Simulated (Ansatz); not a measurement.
**LiH under a change: strain tensor (xx, yy, zz, yz, xz, xy) = (−1.61, −1.77, +1.41, +0.62, +0.06, −0.91) %**

Take LiH in the rock salt structure (space group Fm-3m, No. 225; a = 4.0039 Å) as the base. Axes: x, y, z lie along the cube axes.

The change: the symmetric strain tensor [-0.0161 -0.0091 0.0006; -0.0091 -0.0177 0.0062; 0.0006 0.0062 0.0141]; the atoms relax in the strained cell.

Level of theory: r2SCAN/PAW in Ansatz (a quantum-chemistry and plane-wave program), no spin-orbit coupling, earlier PAW set. Settings: 14×14×14 k-points, 0.05 eV Fermi–Dirac smearing.

| quantity | base | changed | shift |
|---|---|---|---|
| volume per atom | 8.02 Å³ | 7.86 Å³ | -0.16 Å³ |
| space group | Fm-3m (No. 225) | P-1 (No. 2) | – |
| shortest interatomic distance | 2.002 Å | 1.967 Å | -0.035 Å |
| energy relative to the base (free energy F) | 0 meV/atom | +2.2 meV/atom | +2.2 meV/atom |
| pressure (mean of the normal stresses, compression positive) | 0.0 kbar | 8.2 kbar | +8.2 kbar |
| band gap | 3.63 eV | 3.24 eV | -0.39 eV |
| gap character | – | indirect, U → T | – |
| smallest direct gap | 3.63 eV | 3.50 eV | -0.13 eV |
| electron mass | 0.13 mₑ along k, 0.98 mₑ across (at X) | 0.13 mₑ along k, 0.98 mₑ across (at X) | – |
| valley order (the lowest conduction-band minima on the path, energy above the VBM, named in the base's zone) | X along ⟨100⟩ 3.63 eV | X along [001] 3.24 eV; X along [100] 3.66 eV; X along [010] 3.69 eV | – |
| stress (xx, yy, zz, yz, xz, xy; compression positive) | – | (1.53, 1.67, -0.73, -0.64, -0.03, 1.03) GPa | – |

Final structure:

```
CELL_PARAMETERS angstrom
     -0.01712     1.97891     2.04257
      1.97080    -0.00581     2.03126
      1.95148     1.94828     0.01351
ATOMIC_POSITIONS crystal
  H  0.00000 0.00000 0.00000
  Li 0.50000 0.50000 0.50000
```

Cost of the whole job for the changed cell (relaxation, final SCF and bands): around 60 core-seconds (rough).

Masses are band curvatures over ±0.01 Å⁻¹ around the edge. Along k means along the line from Γ to the band edge. Whether these cells are dynamically stable was not tested. k-point labels follow each cell's own Brillouin zone.
